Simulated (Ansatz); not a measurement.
# Competing hops of N-vacancy pair in polar orthorhombic HfO2, charge state +1

Defect: N-vacancy pair (N on one host O site, one O site vacant) in polar orthorhombic HfO2, charge state +1. Method: PBE, PAW (plane waves to 420 eV; Ansatz, an electronic-structure program).

96-site cell at the relaxed PBE lattice, the Γ point alone, smearing 0.01 eV, spin-restricted, no finite-size correction. Energies are static. Spin-orbit coupling is left out. The host's phase is taken as given; its stability against other phases was not computed. The charge state is imposed; whether it is stable for some Fermi level was not computed. Forms of the defect that were not tried may lie lower.

Barriers: single points on a 2×2×2 k-point mesh shifted by half a step at the bands' geometries.

| Route | Start site over the lowest site run (eV) | Hop (Å) | Forward barrier (eV) | Backward barrier (eV) | Neighbours at the start | Neighbours at the saddle | Saddle order | Forward, on the band's own sampling (eV) |
|---|---|---|---|---|---|---|---|---|
| a nearby O atom hops onto the vacant site (N-vacancy distance between ideal sites 2.73 → 4.59 Å) | 0.29 | 1.98 | 0.63 | 0.22 | Hf at 2.06, Hf at 2.23, Hf at 2.27, Hf at 2.47; O at 2.57, O at 2.59, O at 2.59 Å | Hf at 1.96, Hf at 2.00 Å | not checked | 0.62 |
| N and the vacancy change places (N-vacancy distance between ideal sites 2.55 Å throughout) | 0.53 | 2.01 | 0.55 | 1.07 | Hf at 2.06, Hf at 2.07, Hf at 2.11 Å | Hf at 2.00, Hf at 2.01; O at 2.56 Å | not checked | 0.55 |
| N and the vacancy change places (N-vacancy distance between ideal sites 2.73 Å throughout) | 0.29 | 2.10 | 1.02 | 0.68 | Hf at 2.09, Hf at 2.12, Hf at 2.18, Hf at 2.66; 2 O at 2.66, O at 2.72 Å | Hf at 1.97, Hf at 2.04; O at 2.52 Å | not checked | 1.01 |

Paths come from climbing-image nudged elastic band runs. Of the routes that converged and passed our checks, the lowest saddle point lies 0.92 eV above the lowest of the sites run (a nearby O atom hops onto the vacant site (N-vacancy distance between ideal sites 2.73 → 4.59 Å)); other sites, such as split forms, and other routes may lie lower. 

The whole set of runs took around 9 core-hours (rough).
